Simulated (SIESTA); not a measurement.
# How far to go with the k-point mesh: Na (Im-3m, 1 atom in the cell)

```xyz
1
Lattice="-2.1406 2.1406 2.1406 2.1406 -2.1406 2.1406 2.1406 2.1406 -2.1406" Properties=species:S:1:pos:R:3 pbc="T T T"
Na     0.0000     0.0000     0.0000
```

Computed with GGA PBE, numerical atomic orbitals TZP, PseudoDojo PBE standard norm-conserving potentials (rewritten from UPF to PSML) (SIESTA).

Base settings: XC.functional = GGA; XC.authors = PBE; potentials = PseudoDojo PBE standard; PAO.BasisSize = TZP; PAO.EnergyShift = 0.01 Ry; MeshCutoff = 300 Ry; kgrid.MonkhorstPack = 11 11 11; OccupationFunction = FD; ElectronicTemperature = 100 meV; MaxSCFIterations = 150.

The second cell is the first with its lattice scaled by 0.98.

Only quantities that move along the ladder and can be compared are tabulated.

Core times come from one kind of shared machine, to one figure; runs under 30 s give none.

The starting cell has typed, rounded lattice constants, without a prior relaxation at this level. Its lattice was rescaled by up to half a per cent. Values carry the incompleteness of an atom-centred basis.

| kgrid.MonkhorstPack | free energy less the last step's (meV/atom) | energy of the compressed cell less the first (meV/atom) | pressure (GPa) | core time / last (rough) |
|---|---|---|---|---|
| 2 2 2 | 893.58 | 26.78 | 1.45 | – |
| 3 3 3 | -160.42 | -8.73 | -0.87 | – |
| 4 4 4 | 74.48 | 0.95 | -0.19 | – |
| 5 5 5 | -5.18 | -1.77 | -0.35 | – |
| 6 6 6 | 19.50 | 0.32 | -0.22 | – |
| 7 7 7 | -2.79 | -0.73 | -0.31 | – |
| 8 8 8 | 6.23 | -0.37 | -0.29 | – |
| 9 9 9 | -3.74 | -1.08 | -0.34 | – |
| 10 10 10 | 2.58 | -0.74 | -0.31 | – |
| 11 11 11 | -1.35 | -1.03 | -0.33 | – |
| 13 13 13 | 0.35 | -0.87 | -0.32 | – |
| 14 14 14 | -0.22 | -0.92 | -0.32 | – |
| 16 16 16 | -0.23 | -0.94 | -0.32 | – |
| 17 17 17 | 0.16 | -0.89 | -0.32 | – |
| 19 19 19 | 0.09 | -0.90 | -0.32 | – |
| 21 21 21 | 0.09 | -0.90 | -0.32 | – |
| 23 23 23 | 0.06 | -0.90 | -0.32 | 0.4 |
| 26 26 26 | 0.00 | -0.91 | -0.32 | 0.6 |
| 29 29 29 | 0.00 | -0.91 | -0.32 | 0.6 |
| 32 32 32 | 0.01 | -0.91 | -0.32 | 1.0 |
| 35 35 35 | 0.00 | -0.91 | -0.32 | 1 |

Coarsest kgrid.MonkhorstPack that holds the free energy within 1 meV/atom of the last step, with all finer ones: 13 13 13; the step before is off by 1.3 meV/atom.

Coarsest kgrid.MonkhorstPack that holds the pressure within 1 GPa of the last step, with all finer ones: 3 3 3; the step before is off by 1.8 GPa.

Coarsest kgrid.MonkhorstPack that holds the energy of the compressed cell less the first within 0.5 meV/atom of the last step, with all finer ones: 9 9 9; the step before is off by 0.54 meV/atom.

The energy difference between the two cells stays within 1 meV/atom of the last step's from 7 7 7 on, the total only from 13 13 13 on: much of the error is common to both cells and cancels.
